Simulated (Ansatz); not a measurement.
Results of r²SCAN (Ansatz, an electronic-structure program, PAW) for antifluorite Mg2C (high-pressure phase).

Settings: plane-wave cutoff 600 eV, 12×12×12 k mesh, finite displacements, scalar-relativistic PAW data made under PBE.

Computed at the level's own relaxed cell.

```
CELL_PARAMETERS angstrom
      0.00000     2.71119     2.71119
      2.71119     0.00000     2.71119
      2.71119     2.71119     0.00000
ATOMIC_POSITIONS crystal
  Mg 0.25000 0.25000 0.25000
  Mg 0.75000 0.75000 0.75000
  C  0.00000 0.00000 0.00000
```

Harmonic phonon frequencies (cm⁻¹; i marks an imaginary mode; at Γ without the LO shift):

```
q point                          frequencies
-------  -----------------------------------
Γ              0 0 0 381 381 381 415 415 415
X         78 139 139 400 400 434 434 494 504
L        273 273 299 307 307 379 407 407 518
```

No imaginary mode appears at these points.
